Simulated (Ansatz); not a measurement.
Abridged Ansatz (an electronic-structure program) output:

```
Relaxation: its limit of steps is 50 (relax.max_steps)
Pseudopotential: Sn, paw, valence charge 14
Pseudopotential: O, paw, valence charge 6
Crystal: 4 atoms, lattice volume = 62.416 Å³
Basis set: ecut = 420 eV, 1231 PW (Γ), exchange–correlation on 50×50×64 points (8 copies of the dense FFT grid, shifted against one another)
Bands: 24, of which v1, the nominal top of the filled ones, is band 20 counted from 1 (19 counted from 0)
Symmetry: 16 space group operations
k-points: 252 of 2925
Functional: x = pbesol(κ = 0.804, μ = 0.12345679012345678), c = pbesol(β = 0.046)
SCF iter   1: F=—  HF=-13022.333917 eV  |F-HF|=—  |Δ(HF+E_count)|=         —  Δρ=1.54e-2  dr2=1.20e-1  ethr=1.77e-3  ⟨swp⟩=5.8  Hψ=26997  notcnv=0
SCF iter   2: F=—  HF=-13022.304552 eV  |F-HF|=—  |Δ(HF+E_count)|=   2.94e-2  Δρ=2.71e-3  dr2=2.53e-3  ethr=2.99e-4  ⟨swp⟩=2.0  Hψ=10589  notcnv=0
SCF 1 converged in 10 iterations: F = -13022.304161 eV  dr2 = 5.81e-11
relax step   1: F+E_penalty+E_count = -13022.30416099 eV  Δ(F+E_penalty+E_count) = +0.000e0 eV  max|allowed force component| = 5.256e-1 eV/Å  Δτ_max = 0.0000 Å  (10 SCF iters, accepted)
Crystal: 4 atoms, lattice volume = 62.416 Å³
SCF iter   1: F=—  HF=-13022.315865 eV  |F-HF|=—  |Δ(HF+E_count)|=         —  Δρ=4.80e-3  dr2=8.17e-3  ethr=2.10e-5  ⟨swp⟩=1.6  Hψ=24647  notcnv=0
SCF iter   2: F=—  HF=-13022.313736 eV  |F-HF|=—  |Δ(HF+E_count)|=   2.13e-3  Δρ=2.17e-3  dr2=2.01e-3  ethr=2.04e-5  ⟨swp⟩=2.7  Hψ=10699  notcnv=0
SCF 2 converged in 9 iterations: F = -13022.313017 eV  dr2 = 3.10e-10
relax step   2: F+E_penalty+E_count = -13022.31301658 eV  Δ(F+E_penalty+E_count) = -8.856e-3 eV  max|allowed force component| = 2.999e-1 eV/Å  Δτ_max = 0.0398 Å  (9 SCF iters, accepted)
Crystal: 4 atoms, lattice volume = 62.416 Å³
SCF iter   1: F=—  HF=-13022.317837 eV  |F-HF|=—  |Δ(HF+E_count)|=         —  Δρ=1.80e-3  dr2=1.15e-3  ethr=2.84e-5  ⟨swp⟩=3.4  Hψ=16725  notcnv=0
SCF iter   2: F=—  HF=-13022.317513 eV  |F-HF|=—  |Δ(HF+E_count)|=   3.24e-4  Δρ=8.06e-4  dr2=2.82e-4  ethr=2.86e-6  ⟨swp⟩=2.3  Hψ=13136  notcnv=0
SCF 3 converged in 9 iterations: F = -13022.317387 eV  dr2 = 4.51e-11
relax step   3: F+E_penalty+E_count = -13022.31738670 eV  Δ(F+E_penalty+E_count) = -4.370e-3 eV  max|allowed force component| = 5.595e-3 eV/Å  Δτ_max = 0.0148 Å  (9 SCF iters, accepted)
Crystal: 4 atoms, lattice volume = 62.416 Å³
[...]
SCF 4 converged in 6 iterations: F = -13022.317388 eV  dr2 = 4.20e-11
relax step   4: F+E_penalty+E_count = -13022.31738821 eV  Δ(F+E_penalty+E_count) = -1.508e-6 eV  max|allowed force component| = 2.625e-4 eV/Å  Δτ_max = 0.0003 Å  (6 SCF iters, accepted)
SCF converged after 6 iterations
Free energy (F): -13022.317388 eV
Internal energy: -13022.305557 eV  (E = F + TS)
E sigma→0 (E₀):  -13022.311472 eV
Entropy (-TS):   -0.011831 eV (-2.958 meV/atom)
Fermi energy:    11.668737 eV
  E_disp       = -0.972206  (pairwise vdW)
--- Forces (eV/Å), atoms counted from 1 ---
  atom   1  Sn    -0.00000000     0.00000000     0.00026254
  atom   2  Sn     0.00000000     0.00000000    -0.00026254
  atom   3  O     -0.00000000     0.00000000     0.00000000
  atom   4  O      0.00000000     0.00000000    -0.00000000
--- Stress (GPa, compression-positive) ---
        2.734466       0.000000      -0.000000
        0.000000       2.734466      -0.000000
       -0.000000      -0.000000       1.391336
  P = ⅓ Tr σ = 2.2868 GPa (22.868 kbar)
--- Relaxed structure (4 steps of the walk, 4 accepted, 0 SCFs on fresh bases) ---
  atoms:
    - { symbol: Sn, position: [0.49999999999999994, 1.3941942884843906e-35, 0.7405686180646178] }
    - { symbol: Sn, position: [1.2123428557455796e-34, 0.49999999999999994, 0.2594313819353822] }
    - { symbol: O, position: [0.49999999999999994, 0.49999999999999994, -3.208174059893129e-35] }
    - { symbol: O, position: [-2.529755433053001e-34, -1.3537828598326691e-35, 3.208174059893129e-35] }
```

Problem. What was computed, and what are the main results?

Solution. SnO, 4 atoms in the cell, with PBEsol-D3(BJ), PAW, 420 eV (Ansatz; no SOC). The last SCF converged to F = -13022.317388 eV, or -3255.5793 eV per atom, at a pressure of 2.29 GPa. The total energy compares only with runs of the same code, potentials and settings.

The cells carry an imposed strain or load. No phonon test of stability was made. The final runs are not spin-polarised. The cell was made from SnO (space group P4/nmm, No. 129; layered, stacked along the Cartesian z axis) by this change: isotropic strain −1.20 %.

Keys are those of Ansatz 0.2.
